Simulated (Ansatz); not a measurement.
# PbTe with two functionals, electrons 7.0×10^21 cm⁻³

Base system: PbTe in the rock salt structure (space group Fm-3m, No. 225; a = 6.569 Å).

(Cell as relaxed with PBE.)

Levels (all Ansatz, a program for electronic structure, PAW): PBE (420 eV, no spin-orbit coupling); r2SCAN (500 eV, no SOC).

Each level relaxes its own structure.

| base | PBE | r2SCAN |
|---|---|---|
| volume per atom | 35.43 Å³ | 34.87 Å³ |
| lattice parameter a | 6.569 Å | 6.534 Å |
| band gap | 0.83 eV | 1.09 eV |

Now apply this change: electrons 7.0×10^21 cm⁻³, on a uniform background at fixed cell.

```json
[
 {"quantity": "valley order (the lowest conduction-band minima on the path, energy above the VBM, named in the base's zone)", "PBE": "L along ⟨111⟩ 0.77 eV; a point along ⟨110⟩, about 0.5 Å⁻¹ from Γ 1.35 eV; a point along ⟨100⟩, about 0.3 Å⁻¹ from Γ 1.82 eV", "r2SCAN": "[?]"},
 {"quantity": "Fermi level relative to the doped band's edge (positive inside the band; to 0.05 eV)", "PBE": "+0.80 eV", "r2SCAN": "[?]"}
]
```

Given the PBE results, estimate those of r2SCAN.


- valley order (the lowest conduction-band minima on the path, energy above the VBM, named in the base's zone), r2SCAN: L along ⟨111⟩ 1.00 eV; a point along ⟨110⟩, about 0.5 Å⁻¹ from Γ 1.54 eV; a point along ⟨100⟩, about 0.3 Å⁻¹ from Γ 1.97 eV
- Fermi level relative to the doped band's edge (positive inside the band; to 0.05 eV), r2SCAN: +0.70 eV

Both order the valleys alike; PBE's Fermi level from band edge lies 0.10 eV above r2SCAN's. Neither level is exact; r2SCAN is the comparison here, not a measurement.

Charged cell with a jellium background: band edges are those of the host's band count, energies are not comparable with the neutral cell, and many-body gap narrowing is missing. Spin-orbit coupling, missing from the scalar runs, can matter with Pb and Te. Stability against distortions was not tested.
